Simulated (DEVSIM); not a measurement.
System: abrupt Si n-p junction, at 300 K.

Layer 1 from the left is Si, thickness (μm) 3.50, Nd (cm⁻³) 1.8e15, τn (s) 1.6e-6, τp (s) 1.6e-6. Layer 2 from the left is Si, thickness (μm) 12.0, Na (cm⁻³) 9.8e17, τn (s) 1.6e-6, τp (s) 1.6e-6.

Left contact: ohmic. Right contact: ohmic. Voltage is applied to the left contact. Recombination: SRH at mid-gap, radiative, Auger. Mobility is μmin + (μ − μmin)/(1 + (N/Nref)^α).

Constants are typed, rounded textbook-type inputs, not results; the design itself was drawn at random and stands for no fabricated device. Values at 300 K.

Si: gap (eV) 1.124, affinity (eV) 4.05, permittivity 11.7, Nc (cm⁻³) 2.86e19, Nv (cm⁻³) 3.1e19, μn (cm²/Vs) 1417, μp (cm²/Vs) 470, μn,min 52, μp,min 45, Nref,n 9.7e16, Nref,p 2.2e17, αn 0.68, αp 0.72, B (cm³/s) 4.7e-15, Cn (cm⁶/s) 2.8e-31, Cp (cm⁶/s) 9.9e-32.

**Question.** Estimate by hand the built-in potential, the peak field at zero bias, the capacitance at 3 V, and compare with a numerical solution.

**Answer.** 
- Built-in potential: ni = √(Nc Nv) exp(−Eg/2kT) = 1.08e10 cm⁻³ with Eg = 1.124 eV; Vbi = kT/q ln(Na Nd/ni²) = 0.785 V; numerical 0.785 V.
- Peak field at zero bias: depletion approximation: W = √(2εVbi/(qN)) = 0.751 μm with N = 1.80e15 cm⁻³; field = 2Vbi/W = 20900 V/cm; numerical 56200 V/cm (estimate below by 63 %).
- Capacitance at 3 V: C = √(qεN / 2(Vbi + |V|)) = 6.28 nF/cm²; numerical 6.35 nF/cm² (estimate below by 1.1 %).

DEVSIM, 1D drift-diffusion, Boltzmann statistics, complete ionisation; no tunnelling, impact ionisation, image-force lowering or self-heating.
